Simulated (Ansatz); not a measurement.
# Short convergence ladders for Ge (Imma, 2 atoms in the cell)

```xyz
2
Lattice="-2.5084 2.6641 1.4441 2.5084 -2.6641 1.4441 2.5084 2.6641 -1.4441" Properties=species:S:1:pos:R:3 pbc="T T T"
Ge     2.5084    -1.3321     1.2591
Ge     0.0000     3.9962     0.1850
```

Base method: LDA (PW92), default PAW files made with PBE (plane waves; Ansatz, a quantum-chemistry and plane-wave program).

Base settings: basis.ecutwfc = 420 eV; kpoints.mp_grid.grid = 13 13 13; hamiltonian.xc = lda; hamiltonian.pseudopotentials = {kind: paw} (the program's default PAW files); scf.occupations.method = fermi_dirac; scf.occupations.width = 0.1 eV.

Core times come from one kind of shared machine, to one figure; runs under 30 s give none.

**Zone-centre phonons against the cutoff**

In this ladder: phonons.method = dfpt.

The mesh stays at the base's, so the ladder's end is converged at best in this setting alone.

Frequencies are those of the unrelaxed cell, without the LO-TO term of polar crystals.

Only quantities that move along the ladder and can be compared are tabulated.

| basis.ecutwfc | highest zone-centre frequency (cm⁻¹) | core time / last (rough) |
|---|---|---|
| 210 eV | 234.2 | 0.4 |
| 250 eV | 108.5 | 0.4 |
| 295 eV | 154.9 | 0.5 |
| 355 eV | 152.2 | 0.5 |
| 420 eV | 151.6 | 0.6 |
| 505 eV | 151.6 | 0.7 |
| 630 eV | 151.6 | 1 |

Coarsest basis.ecutwfc that holds the highest zone-centre frequency within 10 cm⁻¹ of the last step, with all finer ones: 295 eV; the step before is off by 43 cm⁻¹.

**Zone-centre phonons against the mesh**

In this ladder: phonons.method = dfpt.

Frequencies are those of the unrelaxed cell, without the LO-TO term of polar crystals.

Only quantities that move along the ladder and can be compared are tabulated.

```tsv
kpoints.mp_grid.grid	highest zone-centre frequency (cm⁻¹)	core time / last (rough)
4 4 4	148.2	–
5 5 5	129.6	–
7 7 7	140.3	–
8 8 8	140.7	–
10 10 10	155.4	0.05
12 12 12	148.9	0.08
15 15 15	150.4	0.1
19 19 19	150.7	0.4
24 24 24	149.9	1
```

Coarsest kpoints.mp_grid.grid that holds the highest zone-centre frequency within 5 cm⁻¹ of the last step, with all finer ones: 12 12 12, at about 0.08 of the last step's time; the step before is off by 5.4 cm⁻¹.

Two neighbours can agree and both be off: 7 7 7 and 8 8 8 differ by 0.4 cm⁻¹ in the highest zone-centre frequency, yet lie about 9.3 cm⁻¹ from the last step.

**The force threshold of a relaxation**

On Ge (Imma, 2 atoms in the cell): one atom moved by 0.15 angstrom.

In this ladder: relax = atoms.

The mesh stays at the base's, so the ladder's end is converged at best in this setting alone.

Only quantities that move along the ladder and can be compared are tabulated.

```csv
relax.f_tol,free energy less the last step's (meV/atom),largest force left (eV/Å),relaxation steps
0.2 eV/Å,7.56,0.0715,2
0.1 eV/Å,7.56,0.0715,2
0.05 eV/Å,0.10,0.0161,3
0.03 eV/Å,0.11,0.0165,3
0.02 eV/Å,0.05,0.0107,4
0.01 eV/Å,0.00,0.0007,4
0.005 eV/Å,0.00,0.0007,4
0.002 eV/Å,0.00,0.0007,5
0.001 eV/Å,0.00,0.0008,5
```

Coarsest relax.f_tol that holds the free energy within 1 meV/atom of the last step, with all finer ones: 0.05 eV/Å; the step before is off by 7.6 meV/atom.

Coarsest relax.f_tol that holds the largest force left within 0.005 eV/Å of the last step, with all finer ones: 0.01 eV/Å; the step before is off by 0.0099 eV/Å.

Two neighbours can agree and both be off: 0.2 eV/Å and 0.1 eV/Å differ by 0.00 meV/atom in the free energy, yet lie about 7.6 meV/atom from the last step.

On the base run: the starting cell comes from a database of computed structures (which also holds hypothetical and non-ambient phases and stackings), without a prior relaxation at this level. Its lattice was rescaled by up to half a per cent. In the base run, with a pressure of about -5 GPa the cell is away from its equilibrium volume at this level.

Left out of this page: 1 run of the series stopped by limits of time or memory.

Keys are those of Ansatz 0.2.
